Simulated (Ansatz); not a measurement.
Consider a periodic stack without vacuum, tetragonal ZrO2 (1 0 1) on zinc-blende InAs (1 1 1) (film strained to the substrate, faces as cut): substrate slab As12In12, film Zr12O28, surface cells [[1, 1], [-2, 1]] and [[1, 1], [-2, 0]], film strained by +2.4 and +4.6 %, faces As/In and O/O as cut (like faces can put a slab off its formula). Its start:

```yaml
crystal:
  lattice:
    - [7.57589, 0.00000, 0.16299]
    - [-3.78794, 6.56091, -0.04041]
    - [1.22403, 0.17194, 25.27636]
  atoms:
    - { symbol: As, position: [0.11476, 0.47384, 0.00299] }
    - { symbol: As, position: [0.74860, 0.00158, 0.02776] }
    - { symbol: As, position: [0.45438, 0.03690, 0.05158] }
    - { symbol: As, position: [0.50760, 0.67298, 0.16059] }
    - { symbol: As, position: [0.17429, 0.03908, 0.16467] }
    - { symbol: As, position: [0.86229, 0.37478, 0.16586] }
    - { symbol: As, position: [0.75973, 0.65444, 0.30904] }
    - { symbol: As, position: [0.42483, 0.98541, 0.30447] }
    - { symbol: As, position: [0.10205, 0.32959, 0.30548] }
    - { symbol: As, position: [0.01388, 0.63441, 0.45495] }
    - { symbol: As, position: [0.68539, 0.97095, 0.43569] }
    - { symbol: As, position: [0.33404, 0.28936, 0.45893] }
    - { symbol: In, position: [0.20761, 0.72157, 0.12696] }
    - { symbol: In, position: [0.84486, 0.02956, 0.13032] }
    - { symbol: In, position: [0.54139, 0.35059, 0.12295] }
    - { symbol: In, position: [0.44881, 0.66092, 0.26591] }
    - { symbol: In, position: [0.10091, 0.99000, 0.26993] }
    - { symbol: In, position: [0.77132, 0.32543, 0.27125] }
    - { symbol: In, position: [0.67915, 0.61286, 0.41448] }
    - { symbol: In, position: [0.34259, 0.97146, 0.40936] }
    - { symbol: In, position: [0.04724, 0.32293, 0.41061] }
    - { symbol: In, position: [0.06996, 0.64009, 0.55832] }
    - { symbol: In, position: [0.59367, 0.98712, 0.53730] }
    - { symbol: In, position: [0.09701, 0.15240, 0.54848] }
    - { symbol: Zr, position: [0.66342, 0.94653, 0.66981] }
    - { symbol: Zr, position: [0.65659, 0.43675, 0.66250] }
    - { symbol: Zr, position: [0.19169, 0.94839, 0.66877] }
    - { symbol: Zr, position: [0.18941, 0.46565, 0.66784] }
    - { symbol: O, position: [0.53146, 0.13078, 0.64607] }
    - { symbol: O, position: [0.53760, 0.62196, 0.65143] }
    - { symbol: O, position: [0.17732, 0.43616, 0.58599] }
    - { symbol: O, position: [0.17424, 0.95502, 0.58676] }
    - { symbol: O, position: [0.32414, 0.77465, 0.68919] }
    - { symbol: O, position: [0.27730, 0.25270, 0.68696] }
    - { symbol: O, position: [0.80324, 0.01153, 0.59249] }
    - { symbol: O, position: [0.97267, 0.59948, 0.64254] }
    - { symbol: Zr, position: [0.31639, 0.77258, 0.78199] }
    - { symbol: Zr, position: [0.32826, 0.29221, 0.78174] }
    - { symbol: Zr, position: [0.84055, 0.80145, 0.77828] }
    - { symbol: Zr, position: [0.82898, 0.28511, 0.78100] }
    - { symbol: O, position: [0.21423, 0.97393, 0.75847] }
    - { symbol: O, position: [0.18648, 0.46862, 0.75829] }
    - { symbol: O, position: [0.88964, 0.25528, 0.69583] }
    - { symbol: O, position: [0.88594, 0.86205, 0.69717] }
    - { symbol: O, position: [0.95674, 0.61453, 0.79841] }
    - { symbol: O, position: [0.97397, 0.10532, 0.80130] }
    - { symbol: O, position: [0.62364, 0.96166, 0.75493] }
    - { symbol: O, position: [0.63989, 0.41008, 0.74037] }
    - { symbol: Zr, position: [0.96512, 0.63091, 0.89164] }
    - { symbol: Zr, position: [0.96709, 0.10954, 0.89136] }
    - { symbol: Zr, position: [0.49669, 0.63180, 0.89027] }
    - { symbol: Zr, position: [0.47704, 0.13029, 0.89905] }
    - { symbol: O, position: [0.82561, 0.80038, 0.86846] }
    - { symbol: O, position: [0.89918, 0.33430, 0.86584] }
    - { symbol: O, position: [0.51897, 0.17191, 0.82071] }
    - { symbol: O, position: [0.53252, 0.62460, 0.80310] }
    - { symbol: O, position: [0.62763, 0.44344, 0.91041] }
    - { symbol: O, position: [0.62596, 0.96479, 0.90742] }
    - { symbol: O, position: [0.27914, 0.72844, 0.86232] }
    - { symbol: O, position: [0.27029, 0.32844, 0.86237] }
    - { symbol: O, position: [0.16612, 0.98069, 0.91130] }
    - { symbol: O, position: [0.34096, 0.54952, 0.96289] }
    - { symbol: O, position: [0.99501, 0.57902, 0.96784] }
    - { symbol: O, position: [0.95875, 0.19843, 0.97579] }
```

The start was prepared with a machine-learned potential, and the result is one local minimum, with the in-plane cell held and forces under 0.04 eV/Å; the film can end far from its bulk form.

Calculation: PBE (plane waves to 420 eV, PAW; Ansatz, a program for electronic structure). Scalar-relativistic, without spin–orbit coupling; the runs are not spin-polarised; PBE gaps are too small against experiment. Its k-point mesh 4×4×1, Fermi–Dirac width 0.05 eV.

Q: Predict the relaxed interface.

A: interface area: 49.7 Å²
period: 24.77 Å
gaps between the outermost planes at the two interfaces: 0.74 and 0.74 Å
In–O contacts across the interfaces within 1.22 times the sum of covalent radii: 7, mean 2.16 Å
In–Zr contacts across the interfaces within 1.22 times the sum of covalent radii: 6, mean 3.58 Å
As–O contacts across the interfaces within 1.22 times the sum of covalent radii: 4, mean 1.84 Å
As–Zr contacts across the interfaces within 1.22 times the sum of covalent radii: 3, mean 3.43 Å
two interfaces: unlike, so that offsets are their mean
